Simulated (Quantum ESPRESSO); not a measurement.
A user runs Quantum ESPRESSO on ZrZn₃ (P6_3/mmc, 8 atoms in the cell) and asks whether the run is sound. The aim is a self-consistent single point with DFT, PBEsol, plane waves, PSlibrary PAW (PBE) pseudopotentials.

Cell that was meant: a = 5.8474 Å, b = 5.8474 Å, c = 4.3307 Å, α = 90.00°, β = 90.00°, γ = 120.00°.

Part of the input:

```fortran
Zn    0.68676000    0.84338000    0.25000000
Zn    0.31324000    0.15662000    0.75000000
K_POINTS {automatic}
1 1 1  0 0 0
CELL_PARAMETERS {angstrom}
   5.84741023     0.00000000     0.00000000
  -2.92370511     5.06400580     0.00000000
```

The program printed (abridged):

```
     file Zr.pbe-spn-kjpaw_psl.1.0.0.UPF: wavefunction(s)  4S 4P renormalized
   [... lines left out ...]
         8        Zn     tau(   8) = (   0.2349300   0.1356369   0.5554639  )

     number of k points=     1  Gaussian smearing, width (Ry)=  0.0037
                       cart. coord. in units 2pi/alat
        k(    1) = (   0.0000000   0.0000000   0.0000000), wk =   2.0000000

     Dense  grid:    87539 G-vectors     FFT dimensions: (  64,  64,  48)

     Smooth grid:    47781 G-vectors     FFT dimensions: (  54,  54,  40)

     Initial potential from superposition of free atoms

     starting charge      95.9744, renormalised to      96.0000
     Self-consistent Calculation

     iteration #  1     ecut=    55.00 Ry     beta= 0.40

     Threshold (ethr) on eigenvalues was too large:
     Diagonalizing with lowered threshold

     total energy              =   -2051.63200031 Ry
     estimated scf accuracy    <       0.20368255 Ry

     iteration #  2     ecut=    55.00 Ry     beta= 0.40

     total energy              =   -2051.65456615 Ry
     estimated scf accuracy    <       0.05186437 Ry

     iteration #  3     ecut=    55.00 Ry     beta= 0.40

     total energy              =   -2051.66255395 Ry
     estimated scf accuracy    <       0.01300121 Ry

   [... 8 blocks of this kind left out ...]

     iteration # 12     ecut=    55.00 Ry     beta= 0.40

     total energy              =   -2051.66405796 Ry
     estimated scf accuracy    <          1.7E-10 Ry

     iteration # 13     ecut=    55.00 Ry     beta= 0.40
     End of self-consistent calculation

     the Fermi energy is    13.4770 ev

!    total energy              =   -2051.66405796 Ry
     estimated scf accuracy    <          1.6E-11 Ry
     smearing contrib. (-TS)   =      -0.00388065 Ry
     internal energy E=F+TS    =   -2051.66017731 Ry

     convergence has been achieved in  13 iterations

     Forces acting on atoms (cartesian axes, Ry/au):

     atom    1 type  1   force =     0.00000000    0.00000000   -0.00000000
     atom    2 type  1   force =    -0.00000000   -0.00000000   -0.00000000
     atom    3 type  2   force =     0.00000000    0.03952868    0.00000000
     atom    4 type  2   force =     0.00000000   -0.03952868    0.00000000
   [... lines left out ...]

     Total force =     0.096825     Total SCF correction =     0.000022

          total   stress  (Ry/bohr**3)                   (kbar)     P=       19.71
   0.00012109  -0.00000000   0.00000000           17.81       -0.00        0.00
  -0.00000000   0.00012109   0.00000000           -0.00       17.81        0.00
   0.00000000   0.00000000   0.00015986            0.00        0.00       23.52

   JOB DONE.
```

Problem. Can these results be used? Check the input.

Solution. The run is not sound. The fault is a single k-point for a small metallic cell. One k-point cannot sample the Fermi surface of a small cell. To fix it, use a converged k-point mesh. The run converged in 13 iterations without an error; against the sound input the free energy rises by 626 meV/atom, the pressure goes from -3.91 to 1.97 GPa and the largest force goes from 0.025 to 1.016 eV/Å.

An input that runs soundly differs in these lines (not the only fix; some lines may just follow from the change or write a value another way):
```diff
-1 1 1  0 0 0
+4 4 4  0 0 0
```

With that input, the run converged in 12 iterations: free energy E − TS -27919.3225 eV; Fermi level (on the code's own zero) 12.85 eV; pressure -3.91 GPa; largest force (vector length) 0.025 eV/Å (DFT, PBEsol, plane waves, PSlibrary PAW (PBE) pseudopotentials).

On the sound input: the starting cell comes from a database of computed structures (which also holds hypothetical and non-ambient phases and stackings), without a prior relaxation at this level. With a pressure of about -4 GPa the cell is away from its equilibrium volume at this level. Without a gap this mesh is coarse (it stands for a supercell whose shortest vector is 17 Å).
